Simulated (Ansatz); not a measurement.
## A computed series for NbP: response to strain

Take NbP (space group I4_1md, No. 109; relaxed with 0.1 eV smearing) as the base.

```yaml
crystal:
  lattice:
    - [-1.67003, 1.67003, 5.72454]
    - [1.67003, -1.67003, 5.72454]
    - [1.67003, 1.67003, -5.72454]
  atoms:
    - { symbol: Nb, position: [0.99945, 0.99945, 0.00000] }
    - { symbol: Nb, position: [0.74945, 0.24945, 0.50000] }
    - { symbol: P, position: [0.41655, 0.41655, 0.00000] }
    - { symbol: P, position: [0.16655, 0.66655, 0.50000] }
```

Cartesian axes are those of the cell as printed.

Strains are applied to the cell and any free atomic positions relax; under stress the whole cell relaxes.

Calculations: r2SCAN/PAW in Ansatz (an electronic-structure program), scalar-relativistic without spin-orbit coupling.

Notes on the quantities. pressure: mean of the normal stresses, compression positive; energy relative to the base: free energy F.

| case | shortest interatomic distance | pressure | energy relative to the base | space group |
|---|---|---|---|---|
| base | 2.540 Å | 0.0 GPa | 0 meV/atom | I4_1md (No. 109) |
| isotropic strain −2.67 % | 2.473 Å | 18.9 GPa | +68 meV/atom | I4_1md (No. 109) |
| isotropic strain −1.96 % | 2.491 Å | 13.2 GPa | +36 meV/atom | I4_1md (No. 109) |
| isotropic strain −0.97 % | 2.516 Å | 6.1 GPa | [?] | I4_1md (No. 109) |
| tensor shear ε_xy = +3.80 % | 2.467 Å | 1.6 GPa | +53 meV/atom | Fdd2 (No. 43) |
| uniaxial stress, 5 GPa tension along z | 2.547 Å | – | [?] | I4_1md (No. 109) |

Task: Some entries are withheld; estimate them.

Result: 
- isotropic strain −0.97 %, energy relative to the base: +8.5 meV/atom
- uniaxial stress, 5 GPa tension along z, energy relative to the base: +6.1 meV/atom

Beyond what the load breaks, stability against distortions was not tested. The final runs are not spin-polarised.
